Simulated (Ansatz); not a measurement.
The starting structures come from a database of crystals and need not be the phases stable at ambient conditions.

Tunnelling through a barrier is set by its complex band structure: the current falls as exp(−2κd) with the smallest κ.

Given:

```
CELL_PARAMETERS angstrom
      5.59986     0.00000     0.00000
      0.00000     7.94611     0.00000
      0.00000     0.02588     5.62559
ATOMIC_POSITIONS crystal
  Na 0.75000 0.49920 0.76540
  Na 0.25000 0.50080 0.23460
  La 0.75000 0.00180 0.75460
  La 0.25000 0.99820 0.24540
  Mg 0.25000 0.73140 0.74810
  Mg 0.75000 0.26860 0.25190
  Te 0.75000 0.74410 0.25560
  Te 0.25000 0.25590 0.74440
  O  0.75000 0.99350 0.18760
  O  0.25000 0.00650 0.81240
  O  0.75000 0.51380 0.33520
  O  0.25000 0.48620 0.66480
  O  0.50390 0.73240 0.01680
  O  0.49610 0.26760 0.98320
  O  0.00390 0.26760 0.98320
  O  0.99610 0.73240 0.01680
  O  0.49120 0.19680 0.50410
  O  0.50880 0.80320 0.49590
  O  0.99120 0.80320 0.49590
  O  0.00880 0.19680 0.50410
```

Space group of this cell: P2_1/m. The cell is taken as given; by r2SCAN its mean pressure is -4.9 GPa.

Transport runs along the normal of the first two printed cell vectors.

The gap is the functional's own. No spin-orbit coupling. Mid-gap values are interpolated on the energy grid.

Problem. Compute, with r2SCAN (Ansatz, a program for electronic structure), the band gap and the smallest decay constant κ at mid-gap.

Solution. Gap 3.22 eV on a 6×4×6 mesh; κ = 0.342 1/Å, at the zone centre.
